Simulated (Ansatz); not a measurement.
Density of states of PtCu$_{3}$ (Pm-3m) near the Fermi level, PBEsol, rigid bands (Ansatz, a quantum-chemistry and plane-wave program).

(E − E_F (eV), states/eV/cell): (-1.92, 11.9); (-1.82, 9.02); (-1.72, 8.19); (-1.62, 6.29); (-1.52, 7.01); (-1.42, 10.0); (-1.32, 13.4); (-1.22, 13.4); (-1.12, 9.04); (-1.02, 8.62); (-0.92, 8.01); (-0.82, 8.33); (-0.72, 9.53); (-0.62, 4.65); (-0.52, 3.39); (-0.42, 2.93); (-0.32, 2.74); (-0.22, 2.75); (-0.12, 2.71); (-0.02, 1.96); (0.08, 1.34); (0.18, 1.11); (0.28, 0.97); (0.38, 0.88); (0.48, 0.81); (0.58, 0.76); (0.68, 0.72); (0.78, 0.70); (0.88, 0.72); (0.98, 0.82); (1.08, 0.85); (1.18, 0.90); (1.28, 0.98); (1.38, 1.08); (1.48, 1.14); (1.58, 1.16); (1.68, 1.17); (1.78, 1.19); (1.88, 1.24)

How far does the Fermi level move in a rigid band for 0.1 electron a cell added or removed?

63 meV and -50 meV.

A metal at this level (no band gap); rigid bands, thermally averaged at 300 K, both spins. Spin-orbit coupling is left out, which matters with elements this heavy. Geometry: cell and atoms relaxed with PBEsol.

Formula and space group known from diffraction (Crystallography Open Database), not checked to be the room-temperature form: PtCu3 (Pm-3m).
